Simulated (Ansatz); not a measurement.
Base system: ZnO in the wurtzite structure (space group P6_3mc, No. 186; a = 3.187 Å, c = 5.153 Å). Axes: x lies along a and z along c of the hexagonal cell.

Level of theory: LDA (Ansatz, a quantum-chemistry and plane-wave program, PAW, no SOC).

Before the change:

```
Property                                      Value
-----------------------------  --------------------
Shortest interatomic distance               1.944 Å
Valence-band top at Γ          0.00, 0.00, -0.11 eV
```

Now apply this change: tensor shear ε_xz = +1.67 % (engineering shear γ = 0.0334), atoms relaxed at fixed cell.

Problem. What happens to the shortest interatomic distance?

Solution. The shortest interatomic distance remains 1.944 Å.

Problem. What does the calculation give for the stress after the change?

Solution. The stress (xx, yy, zz, yz, xz, xy; compression positive) amounts to (-0.09, -0.02, -0.01, 0.00, -1.27, 0.00) GPa.

Problem. What happens to the valence-band top at Γ?

Solution. The valence-band top at Γ (three highest levels, from the VBM) changes from 0.00, 0.00, -0.11 eV to 0.00, -0.01, -0.14 eV.

The levels and masses belong to the bands next to the band gap. The cells carry an imposed strain or load. Stability against distortions was not tested.
